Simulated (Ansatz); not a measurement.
A user runs Ansatz (a program for electronic structure) on MgMnNbO4 (Imm2, 7 atoms in the cell) and asks whether the run is sound. The aim is a self-consistent single point with DFT, LDA (PW92)+U, plane waves, PAW files made with PBE.

Cell that was meant: a = 5.6350 Å, b = 5.6350 Å, c = 5.6350 Å, α = 136.99°, β = 134.35°, γ = 64.52°.

Part of the input:

Ansatz 0.2 input:
```yaml
  spin_polarized: true
scf:
  occupations: { method: methfessel_paxton, width: 0.01 Ry }
  max_iter: 40
  convergence: { dr2_threshold: 1.0e-22 eV }
output:
  forces: true
  eigenvalues: true
```

Output (repeated stretches shortened):

```
WARN basis.ecutwfc = 420 eV, the default
WARN ansatz: RAYON_NUM_THREADS=1 ignored (pool sized by the plan → 1); use --threads N
   [... lines left out ...]
PAW frozen core: O, regenerated for the run's functional, and the local potential with it
Initial density: superposition of atomic densities (chi_scale 0.1, normalization cell, long waves kept (reshape's long-wave potential 0.01 eV rms))
Starting moments: Σ|m| = 4 μB on 1 of 7 sites
Initial wavefunctions: pseudopotential atomic-orbital guess
Eigensolver: davidson
Functional: x = slater, c = lda
SCF iter   1: F=—  HF=-12415.578912 eV  |F-HF|=—  |Δ(HF+E_count)|=         —  Δρ=1.36e-1 (↑8.78e-2 ↓1.36e-1)  dr2=5.15e1  dr2_m=6.50e-1  M=3.987 μB ∫|m|=3.987 μB  β_m=0.30  ethr=3.10e-3  ⟨swp⟩=5.8  Hψ=13467  notcnv=0
all-band conjugate gradients solve this SCF's bands
preconditioner: auto → Kerker (q_TF=auto, 2.583 Å⁻¹)
   [... lines left out ...]
SCF iter  36: F=—  HF=-12409.383238 eV  |F-HF|=—  |Δ(HF+E_count)|=    0.00e0  S|Δr|=    0.00e0  Δρ=3.99e-13 (↑2.89e-13 ↓3.99e-13)  dr2=3.08e-22  dr2_m=1.27e-23  M=4.674 μB ∫|m|=5.055 μB  β_m=0.81  ethr=9.19e-19 (applied; sched 1.00e-12)  ⟨swp⟩=1.0  [...]
SCF iter  37: F=-12409.383238 eV  HF=-12409.383238 eV  |F-HF|=0.00e0  |Δ(HF+E_count)|=  1.82e-12  S|Δr|=    0.00e0  Δρ=1.48e-13 (↑1.48e-13 ↓1.25e-13)  dr2=5.98e-23  dr2_m=5.23e-24  M=4.674 μB ∫|m|=5.055 μB  ethr=1.00e-12  ⟨swp⟩=6.9  Hψ=6352  notcnv=0
SCF 1 converged in 37 iterations: F = -12409.383238 eV  dr2 = 5.98e-23
the last iteration of the SCF fills more bands at one k-point than at another: 33 at σ=↑ k=2 and 34 at σ=↑ k=0 …
Stability not checked (fill_not_monotonic)
Magnetization: 4.6738 μB (33.3369 up, 28.6631 down)
Absolute magnetization: 5.0562 μB (∫|ρ↑−ρ↓|, with the PAW one-centre terms)
Spin contamination: 0.2760 ħ² per cell (⟨S²⟩ above its minimum at these occupations)
   [... lines left out ...]
Free energy (F): -12409.383238 eV
Fermi energy:    10.986352 eV
   [... lines left out ...]
--- Stress (GPa, compression-positive) ---
      -12.725618       0.000000      -0.000000
        0.000000     -10.753478       0.000000
       -0.000000       0.000000     -12.639144
  P = ⅓ Tr σ = -12.0394 GPa (-120.394 kbar)
  The stress holds the Pulay correction. Without it, at fixed plane waves, as pw.x and ABINIT print it: P = -12.5349 GPa
Occupation matrices written to occupation_matrices
```

Problem. Is anything amiss in this input, and did it matter?

Solution. The results can be used. The input holds a threshold far tighter than needed, beside a limit on iterations, which can do harm: each further decade of the residual costs iterations, and near the noise of double precision and of the grids the loop may never get there. Here it did none. The run converged in 37 iterations, and against the sound input the free energy is nearly the same (within 1 meV/atom), the pressure stays at -12.04 GPa, the largest force stays at 0.861 eV/Å and the size of the net moment stays at 0.67 μB/atom. It cost iterations: the sound input took 16.

An input that runs soundly differs in these lines (not the only fix; some lines may just follow from the change or write a value another way):
```diff
-  max_iter: 40
-  convergence: { dr2_threshold: 1.0e-22 eV }
```

With that input, the run converged in 16 iterations: free energy E − TS (on the zero of these files) -12409.3832 eV; Fermi level (on the code's own zero) 10.99 eV; pressure -12.04 GPa; largest force (vector length) 0.861 eV/Å; size of the cell's spin moment 4.67 μB (DFT, LDA (PW92)+U, plane waves, PAW files made with PBE).

On the sound input: the starting cell comes from a database of computed structures (which also holds hypothetical and non-ambient phases and stackings), without a prior relaxation at this level. With one magnetic atom in the cell only a parallel order is possible. With U or open f shells several self-consistent states can exist. With a pressure of about -12 GPa the cell is away from its equilibrium volume at this level. Ansatz's pressure includes its estimate of the finite-basis (Pulay) stress.

These are the values that this program gave, and no reference: magnets with a U can end in a higher state.
